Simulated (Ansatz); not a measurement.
**Effect of pressure 9 GPa on WSi2**

The reference is WSi$_{2}$ (space group I4/mmm, No. 139; a = 3.185 Å, c = 7.771 Å).

Now apply this change: a hydrostatic pressure of 9 GPa.

Calculations: Kohn–Sham DFT with the LDA functional, run in Ansatz (a quantum-chemistry and plane-wave program) with PAW and 420 eV plane waves, no spin-orbit coupling. Γ-centred 20×20×20 mesh, Fermi–Dirac width 0.05 eV.

```csv
quantity,base,changed,shift
volume per atom,13.14 Å³,12.69 Å³,-0.45 Å³
density,10.11 g/cm³,10.47 g/cm³,+0.36 g/cm³
lattice parameter a,3.185 Å,3.146 Å,-0.0397 Å
c/a ratio,2.440,2.446,+0.006
shortest interatomic distance,2.569 Å,2.552 Å,-0.017 Å
enthalpy H = E + PV relative to the base's energy,–,+0.73 eV/atom,–
band gap,zero,zero,–
```

Final structure:

```xyz
3
Lattice="-1.5729 1.5729 3.8471 1.5729 -1.5729 3.8471 1.5729 1.5729 -3.8471" Properties=species:S:1:pos:R:3 pbc="T T T"
Si     0.0000     0.0000     5.1233
Si     0.0000     0.0000     2.5709
W      0.0000     0.0000     0.0000
```

Cost of the whole job for the changed cell (relaxation, final SCF and bands): about 120 core-seconds (a rough figure).

Load acts through the strain it causes; cell and atoms are relaxed under it. Whether these cells are dynamically stable was not tested. No other phases were tried under pressure. All final runs are without spin polarisation.
